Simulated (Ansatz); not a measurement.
The starting structures come from a database of crystals and need not be the phases stable at ambient conditions.

 Where the default PAW files enter, the runs use the earlier of Ansatz's two default sets.

By PBEsol, the system below comes out a metal.

A figure of merit of an interconnect metal is its ballistic conductance per area.

Here is the system:

```yaml
crystal:
  lattice:
    - [3.00015, 0.00000, 0.00000]
    - [-1.00005, 2.82857, 0.00000]
    - [1.00005, 1.41429, 2.44962]
  atoms:
    - { symbol: Hf, position: [0.00000, 0.00000, 0.00000] }
```

Space group of this cell: Im-3m, bcc (W type). The cell is strained (all lengths scaled by 0.98); by PBEsol its mean pressure is 2.5 GPa.

The current flows along the normal of the first two printed cell vectors, the (110) plane of the conventional cell. No spin-orbit coupling; the value is a mean over 0.1 eV about the Fermi level.

State the ballistic conductance per area according to PBEsol (Ansatz, a program for electronic structure).

1.4 × 10¹⁵ S/m² for both spins.
